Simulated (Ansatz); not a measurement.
Take AgI in the rock salt structure (space group Fm-3m, No. 225; a = 5.985 Å; a cell from a computed database, its experimental status unchecked) as the base.

One thing is altered: cell and atoms relaxed at a pressure of 0.3 GPa.

Levels (all Ansatz, a first-principles code, PAW): PBEsol (420 eV, without spin-orbit coupling); PBEsol+SOC (420 eV, spin-orbit coupling included).

The geometry is relaxed with PBEsol.

| Item | Value |
|---|---|
| PBEsol smallest direct gap | 2.51 eV |
| PBEsol band gap | 0.36 eV |
| PBEsol pressure | 0.30 GPa |

With PBEsol+SOC at the same geometry, the smallest direct gap decreases by 0.363 eV to 2.14 eV; the band gap decreases by 0.24 eV (0.36 eV → 0.12 eV); the pressure stays essentially unchanged (0.30 GPa against 0.34 GPa).

Single points use the geometry relaxed with PBEsol. The spin-orbit shifts are approximate. Spin-orbit coupling, missing from the scalar runs, can matter with I. Load acts through the strain it causes; cell and atoms are relaxed under it. Stability against distortions was not tested. This is not the structure that AgI has at room temperature and ambient pressure. A zero or small gap of AgI under pressure 0.3 GPa can be the functional's error rather than a property of the material.
